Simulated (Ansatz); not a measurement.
Consider Si in the diamond structure (space group Fd-3m, No. 227; a = 5.402 Å). Axes: x, y, z lie along the cube axes.

All numbers come from LDA in Ansatz (plane waves to 420 eV, PAW, spin-orbit coupling left out).

Before the change:

The shortest interatomic distance is 233.9 pm. The valence-band top at Γ is 0.00, 0.00, 0.00 eV.

The change: uniaxial strain ε_zz = −1.50 %, all other strain components held at zero; the atoms relax in the strained cell.

Q: Estimate the effect on the shortest interatomic distance, energy relative to the base and valence-band top at Γ.

A: The shortest interatomic distance drops by 1.16 pm (233.9 pm → 232.8 pm); the energy rises by 2.2 meV/atom; the valence-band top at Γ (three highest levels, from the VBM) goes from 0.00, 0.00, 0.00 eV to 0.00, -0.11, -0.11 eV.

The levels and masses belong to the bands next to the band gap. Stability against distortions was not tested.

Ansatz is a quantum-chemistry and plane-wave program.
